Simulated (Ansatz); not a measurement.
Results of PBEsol (PAW; Ansatz, a program for electronic structure) for LaTiO2N (Pmma, No. 51, 10 atoms in the cell; start mp-1178120).

Run with plane-wave cutoff 520 eV, 6×10×6 k mesh (along the axes of the cell as run), Fermi–Dirac smearing 0.01 eV, no spin polarisation, scalar-relativistic PAW data made under PBE.

Cell (relaxed at this level):

```
LaTiNO2
1.0
    5.58208     0.00000     0.00000
    0.00000     3.82657     0.00000
    0.00000     0.00000     5.64455
La Ti N O
2 2 2 4
Cartesian
  1.39552   0.00000   4.33968
  4.18656   0.00000   1.30487
  1.39552   1.91328   1.52007
  4.18656   1.91328   4.12448
  0.00000   1.91328   2.82227
  2.79104   1.91328   2.82227
  0.00000   1.91328   0.00000
  2.79104   1.91328   0.00000
  4.18656   0.00000   4.41726
  1.39552   0.00000   1.22729
```

Q: Give the computed band gap.

A: 
- band gap: 0.74 eV

Spin–orbit coupling is not included.

A start named mp-… is a Materials Project structure, which need not be a measured phase.
